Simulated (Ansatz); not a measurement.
Mo under a change: uniaxial strain ε_zz = −0.75 %

The reference is Mo in the bcc (W type) structure (space group Im-3m, No. 229; a = 3.151 Å; relaxed with 0.1 eV smearing). Axes: x, y, z lie along the cube axes.

Now apply this change: uniaxial strain ε_zz = −0.75 %, all other strain components held at zero, atoms relaxed at fixed cell.

All numbers come from r2SCAN, PAW, 500 eV (Ansatz, a first-principles code; no spin-orbit coupling), earlier PAW set. Γ-centred 29×29×29 mesh, Fermi–Dirac width 0.1 eV.

```json
[
 {"quantity": "volume per atom", "base": "15.65 Å³", "changed": "15.53 Å³", "shift": "-0.12 Å³"},
 {"quantity": "shortest interatomic distance", "base": "2.729 Å", "changed": "2.722 Å", "shift": "-0.007 Å"},
 {"quantity": "energy relative to the base (free energy F)", "base": "0 meV/atom", "changed": "+1.4 meV/atom", "shift": "+1.4 meV/atom"},
 {"quantity": "pressure (mean of the normal stresses, compression positive)", "base": "0.0 GPa", "changed": "2.1 GPa", "shift": "+2.1 GPa"},
 {"quantity": "band gap", "base": "zero", "changed": "zero", "shift": "–"},
 {"quantity": "stress (xx, yy, zz, yz, xz, xy; compression positive)", "base": "–", "changed": "(1.2, 1.2, 3.8, 0.0, 0.0, 0.0) GPa", "shift": "–"}
]
```

Final structure:

```
CELL_PARAMETERS angstrom
     -1.57562     1.57562     1.56380
      1.57562    -1.57562     1.56380
      1.57562     1.57562    -1.56380
ATOMIC_POSITIONS crystal
  Mo 0.00000 0.00000 0.00000
```

No phonon test of stability was made. All final runs are without spin polarisation.
